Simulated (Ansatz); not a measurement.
# Input and output of a self-consistent single point for Be₄AlNi (F-43m, 6 atoms in the cell) (Ansatz)

Computed with LDA (PW92), default PAW files made with PBE (plane waves; Ansatz, an electronic-structure program).

The input file:

Ansatz 0.2 input:
```yaml
# Be4AlNi
crystal:
  lattice:
    - [0.00000000, 2.98435300, 2.98435300]
    - [2.98435300, 0.00000000, 2.98435300]
    - [2.98435300, 2.98435300, 0.00000000]
  atoms:
    - { symbol: Be, position: [0.37362000, 0.37362000, 0.37362000] }
    - { symbol: Be, position: [0.87914000, 0.37362000, 0.37362000] }
    - { symbol: Be, position: [0.37362000, 0.37362000, 0.87914000] }
    - { symbol: Be, position: [0.37362000, 0.87914000, 0.37362000] }
    - { symbol: Al, position: [0.75000000, 0.75000000, 0.75000000] }
    - { symbol: Ni, position: [0.00000000, 0.00000000, 0.00000000] }
basis:
  ecutwfc: 420.0
kpoints:
  mp_grid:
    grid: [10, 10, 10]
hamiltonian:
  xc: lda
  pseudopotentials:
    kind: paw
scf:
  occupations:
    method: fermi_dirac
    width: 0.1
output:
  forces: true
  eigenvalues: true
  stress: true
```

Output, abridged:

```
WARN ansatz: RAYON_NUM_THREADS=1 ignored (pool sized by the plan → 1); use --threads N
Pseudopotentials: kind: paw
Pseudopotential: Be, paw, valence charge 2
Pseudopotential: Al, paw, valence charge 3
Pseudopotential: Ni, paw, valence charge 18
Crystal: 6 atoms, lattice volume = 53.159 Å³
Basis set: ecut = 420 eV, 1037 PW (Γ)
Bands: 21, of which v1, the nominal top of the filled ones, is band 15 counted from 1 (14 counted from 0)
Symmetry: 24 space group operations
Space group: F-43m (ITA 216), of the structure as read, at distance tolerance 3.8e-5 Å
k-points: 47 of 1000 (time reversal used)
PAW frozen core: Be, regenerated for the run's functional, and the local potential with it
PAW frozen core: Al, regenerated for the run's functional, and the local potential with it
PAW frozen core: Ni, regenerated for the run's functional, and the local potential with it
Initial density: superposition of atomic densities (neutral atoms: chi_scale 0, normalization atom), corrected by the library's trained network
Initial wavefunctions: pseudopotential atomic-orbital guess
Eigensolver: davidson
Functional: x = slater, c = lda
SCF iter   1: F=—  HF=-6641.034714 eV  |F-HF|=—  |Δ(HF+E_count)|=         —  Δρ=7.57e-3  dr2=1.67e-2  ethr=1.77e-3  ⟨swp⟩=6.5  Hψ=5486  notcnv=0
all-band conjugate gradients solve this SCF's bands
preconditioner: auto → Kerker (q_TF=auto, 2.466 Å⁻¹)
SCF iter   2: F=—  HF=-6641.029073 eV  |F-HF|=—  |Δ(HF+E_count)|=   5.64e-3  Δρ=3.06e-3  dr2=5.24e-3  ethr=5.77e-5  ⟨swp⟩=2.5  Hψ=2007  notcnv=0
SCF iter   3: F=—  HF=-6641.027344 eV  |F-HF|=—  |Δ(HF+E_count)|=   1.73e-3  Δρ=1.03e-3  dr2=6.94e-4  ethr=1.81e-5  ⟨swp⟩=2.0  Hψ=1429  notcnv=0
SCF iter   4: F=—  HF=-6641.027072 eV  |F-HF|=—  |Δ(HF+E_count)|=   2.72e-4  Δρ=1.30e-4  dr2=1.11e-5  ethr=2.39e-6  ⟨swp⟩=2.1  Hψ=1376  notcnv=0
SCF iter   5: F=—  HF=-6641.027064 eV  |F-HF|=—  |Δ(HF+E_count)|=   8.05e-6  Δρ=2.77e-5  dr2=4.29e-7  ethr=3.82e-8  ⟨swp⟩=2.2  Hψ=1483  notcnv=0
SCF iter   6: F=-6641.027064 eV  HF=-6641.027064 eV  |F-HF|=1.88e-8  |Δ(HF+E_count)|=   1.29e-7  Δρ=6.59e-6  dr2=1.64e-8  ethr=3.45e-10  ⟨swp⟩=6.3  Hψ=4462  notcnv=0
SCF 1 converged in 6 iterations: F = -6641.027064 eV  dr2 = 1.64e-8
SCF converged after 6 iterations
Free energy (F): -6641.027064 eV
Harris-Foulkes:  -6641.027064 eV  (|F-HF|=1.88e-8)
Internal energy: -6640.987612 eV  (E = F + TS)
E sigma→0 (E₀):  -6641.007338 eV
Entropy (-TS):   -0.039452 eV (-6.575 meV/atom)
Fermi energy:    11.081319 eV
--- Per-component energies (eV) ---
  E_band       = -358.284188
  E_kinetic    = 398.286933
  E_local      = -5075.816956  (includes V_loc(G=0)·N_el)
  E_nonlocal   = 667.153706
  E_hartree    = 2207.662308
  E_xc         = -206.161102
  E_vxc        = -226.956573  (∫ρ·V_xc dr)
  E_paw        = -2227.312473  (= ΣΔE_a)
  E_vpaw       = -536.265674  (= ΣTr[D̂ρ^β])
  E_aug_tail   = 0.000423  (compensation charges beyond the density's cutoff)
  E_ewald      = -2405.411438
  E_core_change = 0.610985  (= ΣΔE_core)
  E_smearing   = -0.039452  (= −TS)
  E_closure    = -0.000000  (closes the sum)
  Σ components = -6641.027064   (vs F -6641.027064, Δ=0.00e0)
--- Forces (eV/Å), atoms counted from 1 ---
  atom   1  Be     0.03208081     0.03208081     0.03208081
  atom   2  Be     0.03208081    -0.03208081    -0.03208081
  atom   3  Be    -0.03208081    -0.03208081     0.03208081
  atom   4  Be    -0.03208081     0.03208081    -0.03208081
  atom   5  Al     0.00000000    -0.00000000    -0.00000000
  atom   6  Ni     0.00000000    -0.00000000    -0.00000000
  max |Σ_I F_I| component: 3.64e-17 eV/Å
--- Stress (GPa, compression-positive) ---
       -3.592138       0.000000      -0.000000
        0.000000      -3.592138       0.000000
       -0.000000       0.000000      -3.592138
  P = ⅓ Tr σ = -3.5921 GPa (-35.921 kbar)
  The stress holds the Pulay correction. Without it, at fixed plane waves, as pw.x and ABINIT print it: P = -3.6510 GPa
--- Band table (eV; the first three rows and the last of 47) ---
  k-point 0: bands = ["-92.0760", "-52.8999", "-52.8999", "-52.8999", "-0.5181", "6.7420", "6.7420", "6.7420", "6.9678", "7.6428", "7.6428", "9.7521", "9.7521", "9.7521", "12.9170", "12.9170", "12.9170", "13.1792", "13.5614", "13.5614", "16.5209"]
  k-point 1: bands = ["-92.0760", "-52.8999", "-52.8999", "-52.8999", "-0.4129", "6.3297", "6.7584", "6.7584", "7.0639", "7.6432", "7.6432", "9.4022", "9.7223", "9.7223", "12.5606", "12.5606", "12.9286", "13.8158", "13.8158", "13.8292", "16.4081"]
  k-point 2: bands = ["-92.0760", "-52.9000", "-52.8999", "-52.8999", "-0.0991", "5.4450", "6.7964", "6.7964", "7.0590", "7.6688", "7.6688", "8.9441", "9.5906", "9.5906", "12.0544", "12.0544", "12.8589", "14.2598", "14.2598", "15.0150", "16.7254"]
  k-point 46: bands = ["-92.0760", "-52.9001", "-52.9000", "-52.9000", "3.1851", "3.4445", "4.0441", "4.3120", "7.5686", "7.9981", "8.1702", "8.3314", "8.5641", "9.7656", "10.3874", "13.2415", "13.3444", "16.3628", "17.9508", "18.3386", "19.3488"]
```

The run converged in 6 iterations.

The starting cell comes from a database of computed structures (which also holds hypothetical and non-ambient phases and stackings), without a prior relaxation at this level. Its lattice was rescaled by up to half a per cent. Spin polarisation is off. With a pressure of about -4 GPa the cell is away from its equilibrium volume at this level. Ansatz's pressure includes its estimate of the finite-basis (Pulay) stress.
